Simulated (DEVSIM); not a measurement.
System: abrupt Si n-p junction, at 400 K.

```tsv
layer (left to right)	material	thickness (μm)	Nd (cm⁻³)	Na (cm⁻³)	τn (s)	τp (s)
1	Si	1.30	2e17	-	6.7e-5	6.7e-5
2	Si	5.80	-	2.1e17	6.7e-5	6.7e-5
```

Left contact: ohmic. Right contact: ohmic. Voltage is applied to the left contact. Recombination: SRH at mid-gap, radiative. Mobility is constant in doping.

The device is made up for the run: typed textbook-type constants, with dimensions and the other settings drawn at random. Values at 300 K; Nc and Nv go as T^1.5, mobilities as T to minus their exponent, the gap by Varshni's rule with the affinity fixed.

| parameter | Si |
|---|---|
| gap (eV) | 1.124 |
| affinity (eV) | 4.05 |
| permittivity | 11.7 |
| Nc (cm⁻³) | 2.86e19 |
| Nv (cm⁻³) | 3.1e19 |
| μn (cm²/Vs) | 1417 |
| μp (cm²/Vs) | 470 |
| T exponent of μn | 2.3 |
| T exponent of μp | 2.2 |
| B (cm³/s) | 4.7e-15 |
| Varshni α (eV/K) | 0.000473 |
| Varshni β (K) | 636 |

Model (solved in DEVSIM): 1D drift-diffusion, Boltzmann statistics, complete ionisation; no tunnelling, impact ionisation, image-force lowering or self-heating.

The doping Na of layer 2 was swept, all else fixed.

| doping Na of layer 2 (cm^-3) | dark forward voltage at 100 A/cm² (V) | dark forward voltage at 1 A/cm² (V) | potential step across the device at zero bias (V) | largest field in the device at zero bias (V/cm) |
|---|---|---|---|---|
| 6.3e15 | 0.536 | 0.351 | 0.603 | 39000 |
| 2.1e16 | 0.561 | 0.389 | 0.644 | 60000 |
| 6.3e16 | 0.585 | 0.419 | 0.682 | 95000 |
| 2.1e17 | 0.604 | 0.441 | 0.723 | 140000 |
| 6.3e17 | 0.612 | … | 0.761 | … |
| 2.1e18 | 0.615 | 0.455 | 0.803 | 210000 |
| 6.3e18 | 0.616 | 0.456 | 0.841 | 240000 |

Some entries are withheld; supply them.


- 6.3e17, dark forward voltage at 1 A/cm² (V): 0.450
- 6.3e17, largest field in the device at zero bias (V/cm): 180000
